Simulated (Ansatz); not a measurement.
The parent structure is SiS2 (space group Ibam, No. 72; a = 6.0185 Å, b = 9.3955 Å, c = 5.5448 Å; made of chains).

One thing is altered: cell and atoms relaxed at a pressure of 9 GPa.

Levels (all Ansatz, a first-principles code, PAW): PBEsol (420 eV, no SOC); r2SCAN (500 eV, no SOC); HSE06 (420 eV, no spin-orbit coupling).

One geometry, relaxed with PBEsol, under each level:

```json
[
 {"level": "PBEsol", "band gap": "2.04 eV", "lowest conduction level above the VBM at special points": "Γ 2.04 eV; X 2.07 eV; Λ₀ 2.65 eV; G₀ 2.65 eV", "pressure": "9.00 GPa"},
 {"level": "r2SCAN", "band gap": "2.51 eV", "lowest conduction level above the VBM at special points": "Γ 2.51 eV; X 2.56 eV; Λ₀ 3.16 eV; G₀ 3.16 eV", "pressure": "10.33 GPa"},
 {"level": "HSE06", "band gap": "3.09 eV", "lowest conduction level above the VBM at special points": "Γ 3.09 eV; X 3.21 eV; Λ₀ 3.81 eV", "pressure": "–"}
]
```

Single points use the geometry relaxed with PBEsol. Their cutoffs differ, which shifts pressures a little. HSE06 was sampled on its mesh, a few special points and the semilocal edge points, so its gap is an upper bound. Load acts through the strain it causes; cell and atoms are relaxed under it. Whether these cells are dynamically stable was not tested. No other phases were tried under pressure. No dispersion term is included in the PBEsol runs.
